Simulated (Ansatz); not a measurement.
Terminations of the (111) surface of fcc Ag, measured from the surface 'clean 1x1'. Atoms come from or go to: Ag: fcc Ag, Ga: alpha gallium, In: tetragonal indium, Ir: fcc Ir, Os: hcp Os, Sb: rhombohedral Sb, Si: silicon, Ta: bcc Ta, W: bcc W, Zn: hcp Zn. ΔE is the energy of forming the row's surface from that one (negative: more stable at these reservoirs); the vacuum level's shift is aligned on the shared bottom. No zero-point or thermal terms. These are constructed structures in small cells; real faces may alloy, dewet or reconstruct in larger ones, and not all known structures of the face are among them. Slabs of about 12 Å, Fermi-Dirac smearing of 0.1 eV. Bottom of the slabs: a bare face, its two planes held. Relaxed from the named starts with such symmetry as they have, on meshes of like density; energies extrapolated to zero smearing; spin only where a row says so; no spin-orbit coupling, no U. Brackets mark spin-polarised runs, whose order is one that fits the cell. A dash marks a value that is undefined for that row (no clear gap, or no work function of a gapped slab) or was not read reliably on its mesh.

Computed with PBE (plane waves to 420 eV, PAW; Ansatz, a quantum-chemistry and plane-wave program).

```tsv
surface	atoms added per 1x1	ΔE per 1x1 (eV)	shift of the vacuum level (eV)	work function (eV)
clean 1x1	none	0.00	0.00	4.45
a layer of In in place of the second plane	-1 Ag, +1 In	0.27	0.26	4.65
p(2x2), one Ag site of the top plane empty	-0.25 Ag	0.11	-0.23	4.22
a layer of Ir in place of the third plane	-1 Ag, +1 Ir	___	-0.02	4.36
a layer of W in place of the second plane	-1 Ag, +1 W	___	-0.25	4.18
a pseudomorphic layer of Zn in the other hollow	+1 Zn	___	-0.06	4.36
a layer of Os in place of the second plane	-1 Ag, +1 Os	1.93	0.19	4.59
(√3x√3)R30° surface alloy, Si on one Ag site of the top plane	-0.333 Ag, +0.333 Si	0.16	0.14	4.56
(√3x√3)R30° surface alloy, Zn on one Ag site of the top plane	-0.333 Ag, +0.333 Zn	-0.03	-0.01	4.42
a pseudomorphic layer of Ta in the other hollow	+1 Ta	1.35	0.74	5.16
a pseudomorphic layer of Ga in the host's stacking	+1 Ga	-0.15	-0.15	4.27
(√3x√3)R30° layer of Sb, one a cell, on the site that continues the host's stacking	+0.333 Sb	___	0.26	4.68
```

Question: Complete the blanks.

Answer: 
- a layer of Ir in place of the third plane, ΔE per 1x1 (eV): 0.94
- a layer of W in place of the second plane, ΔE per 1x1 (eV): 1.64
- a pseudomorphic layer of Zn in the other hollow, ΔE per 1x1 (eV): 0.02
- (√3x√3)R30° layer of Sb, one a cell, on the site that continues the host's stacking, ΔE per 1x1 (eV): 0.08
